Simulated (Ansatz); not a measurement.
# Ba2TaBiO6: response to strain

Base system: Ba$_{2}$TaBiO$_{6}$ (space group Fm-3m, No. 225; a = 8.570 Å; a cell from a computed database, its experimental status unchecked). Axes: x, y, z lie along the cube axes.

Strains are applied to the cell and any free atomic positions relax; under biaxial strain the out-of-plane vector relaxes too.

The values are results of PBEsol (Ansatz, a quantum-chemistry and plane-wave program; PAW; 420 eV plane waves; no spin-orbit coupling), not measurements.

| change | band gap | shortest interatomic distance | space group | gap character |
|---|---|---|---|---|
| base | 2.51 eV | 1.981 Å | Fm-3m (No. 225) | direct at L |
| biaxial strain +3.26 %, plane normal [001], relaxed out of plane | 2.52 eV | ? | I4/mmm (No. 139) | direct at N |
| biaxial strain −3.19 %, plane normal [110], relaxed out of plane | 1.94 eV | 1.935 Å | Immm (No. 71) | indirect, S → R |
| isotropic strain +5.50 % | 2.71 eV | 2.047 Å | Fm-3m (No. 225) | direct at L |

### Question
Complete the table.

### Answer

- biaxial strain +3.26 %, plane normal [001], relaxed out of plane, shortest interatomic distance: 1.962 Å

With Bi and Ta present, leaving out spin-orbit coupling can change the band edges. Whether these cells are dynamically stable was not tested. Labels are those of the standard path for the cell's own space group.
